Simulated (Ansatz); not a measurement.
Ru on the Nb site in metastable rock-salt NbN (start: the Nb site; 64-site cell, 4×4×4 shifted sampling), Nb-rich (Δμ(Nb) = 0.00 eV, Δμ(Ru) = -0.18 eV, bounded by NbRu3 (Pm-3m); only phases computed here count, gases as isolated molecules at 0 K). All values below come from PBE, PAW (plane waves to 420 eV; Ansatz, a quantum-chemistry and plane-wave program). In charge state 0 (moment quenched μB) the formation energy is 3.90 eV. The crystal has 4.63 × 10^22 Nb sites per cm³.

Problem. Estimate the equilibrium concentration at 1100 K in the dilute limit, leaving out vibrational entropy and degeneracy.

Solution. kT = 0.0948 eV; c = N exp(−E_f / kT) = 4.63 × 10^22 × exp(−41.1) ≈ 6 × 10^4 cm^-3. An error of 0.2 eV in E_f moves this by a factor of 8.
